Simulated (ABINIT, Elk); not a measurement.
An Elk input for a self-consistent single point of RbCl (Fm-3m, 2 atoms in the cell) (DFT, PBE, spin-orbit coupling in second variation, all-electron FP-LAPW, Elk's shipped species files, APW+lo basis with extra local orbitals):

```
tasks
  0

xctype
  20

spinorb
  .true.

tforce
  .true.

rgkmax
  8.0

gmaxvr
  18.0

lmaxapw
  10

lmaxo
  8

nxlo
  2

lorbcnd
  .true.

lradstp
  2

nrmtscf
  2.0

lmaxi
  4

nempty
  10

stype
  3

swidth
  0.000367493

scale
  1.889726125

avec
    0.0000000000    3.2276420000    3.2276420000
    3.2276420000    0.0000000000    3.2276420000
    3.2276420000    3.2276420000    0.0000000000

atoms
  2   : nspecies
  'Rb.in'   : spfname
  1   : natoms; atposl, bfcmt below
  0.0000000000  0.0000000000  0.0000000000    0.0 0.0 0.0
  'Cl.in'   : spfname
  1   : natoms; atposl, bfcmt below
  0.5000000000  0.5000000000  0.5000000000    0.0 0.0 0.0

ngridk
  9 9 9
```

### Question
Give the ABINIT input for the same structure, mesh, smearing and functional.

### Answer
This is the input that was run; spellings and numerical settings could be chosen otherwise.

```
# RbCl, JTH v2.0 PBE PAW
pp_dirpath "./"
pseudos "Rb.GGA_PBE-JTH.xml, Cl.GGA_PBE-JTH.xml"
acell 8.6257967971 8.6257967971 8.6257967971
rprim
         0.0000000000    0.7071067812    0.7071067812
         0.7071067812    0.0000000000    0.7071067812
         0.7071067812    0.7071067812    0.0000000000
natom 2
ntypat 2
znucl 37 17
typat 1 2
xred
         0.0000000000    0.0000000000    0.0000000000
         0.5000000000    0.5000000000    0.5000000000
ecut 707 eV
pawecutdg 1415 eV
pawxcdev 0
ixc 11
nspinor 2
nspden 1
occopt 3
tsmear 0.00036749
nband 28
kptopt 4
ngkpt 9 9 9
nshiftk 1
shiftk 0 0 0
nstep 50
toldfe 1.0e-09
prtwf 0
prtden 0
prtvol 1
enunit 1
```

Basis, cutoffs, solver keys and any potentials are the target program's own. This input uses DFT, PBE, spin-orbit coupling, plane waves, PAW (JTH v2.0 PBE PAW). Both were run: gap on the mesh 5.156 eV in Elk and 5.132 in ABINIT.

On Elk: the starting cell comes from a database of computed structures (which also holds hypothetical and non-ambient phases and stackings), without a prior relaxation at this level. Its lattice was rescaled by a random factor within 2.5 % of one. Values depend on the basis (sphere radii, cutoffs, local orbitals), which need not be converged.

On ABINIT: the starting cell comes from a database of computed structures (which also holds hypothetical and non-ambient phases and stackings), without a prior relaxation at this level. Its lattice was rescaled by a random factor within 2.5 % of one.
